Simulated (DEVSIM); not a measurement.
Device: abrupt GaAs p-n junction, at 300 K.

Layer 1 from the left is GaAs, thickness (μm) 17.0, Na (cm⁻³) 6.9e16, τn (s) 6e-8, τp (s) 6e-8. Layer 2 from the left is GaAs, thickness (μm) 2.50, Nd (cm⁻³) 1.5e17, τn (s) 6e-8, τp (s) 6e-8.

Left contact: ohmic. Right contact: ohmic. Voltage is applied to the left contact. Recombination: SRH at mid-gap. Mobility is constant in doping.

This is a model device: material constants are rounded textbook-type values typed into the input, and sizes, dopings and lifetimes were drawn at random. Values at 300 K.

GaAs: gap (eV) 1.424, affinity (eV) 4.07, permittivity 12.9, Nc (cm⁻³) 4.7e17, Nv (cm⁻³) 9e18, μn (cm²/Vs) 8500, μp (cm²/Vs) 400.

Model (solved in DEVSIM): 1D drift-diffusion, Boltzmann statistics, complete ionisation; no tunnelling, impact ionisation, image-force lowering or self-heating.

Dark forward current:

```tsv
|V| (V)	|J| (A/cm²)
0.05	4.244e-12
0.10	1.474e-11
0.15	4.259e-11
0.20	1.176e-10
0.25	3.201e-10
0.30	8.682e-10
0.35	2.355e-9
0.40	6.396e-9
0.45	1.743e-8
0.50	4.779e-8
0.55	1.326e-7
0.60	3.771e-7
0.65	1.132e-6
0.70	3.776e-6
0.75	1.495e-5
0.80	7.252e-5
0.85	0.0004154
0.90	0.002631
0.95	0.01751
1.00	0.1191
1.05	0.8162
1.10	5.571
1.15	36.21
1.20	192.1
1.25	703.0
1.30	1834
```

Work out the local ideality factor n = ΔV / (kT/q · ln(J2/J1)) between the rows 0.15 and 0.20 V, 1.00 and 1.05 V, 1.25 and 1.30 V.

kT/q = 25.85 mV. From 0.15 to 0.20 V: ln(1.176e-10/4.259e-11) = 1.016, n = 1.90, near the 2 of recombination in the depletion region. From 1.00 to 1.05 V: ln(0.8162/0.1191) = 1.925, n = 1.00, near the 1 of diffusion or emission over a barrier. From 1.25 to 1.30 V: ln(1834/703.0) = 0.959, n = 2.02.

Estimate the current at 1.00 V from the Shockley equation with J0 = Σ q ni² D/(N L) coth(W/L), τ joining the SRH, radiative and Auger lifetimes that are on, and W taken as the whole layer.

ni² = 5.04e12 cm⁻⁶; electrons in the p layer: μ = 8500 cm²/Vs, D = 220 cm²/s, τ = 6.00e-8 s, L = 36.3 μm, W/L = 0.47, term 1.62e-18 A/cm²; holes in the n layer: μ = 400 cm²/Vs, D = 10.3 cm²/s, τ = 6.00e-8 s, L = 7.88 μm, W/L = 0.32, term 2.30e-19 A/cm². J0 = 1.85e-18 A/cm², and J = J0 exp(qV/kT) = 0.117 A/cm². The simulation gives 0.119 A/cm²; the estimate lies 1.8 % below. The estimate leaves out recombination in the depletion region and that region's share of W.
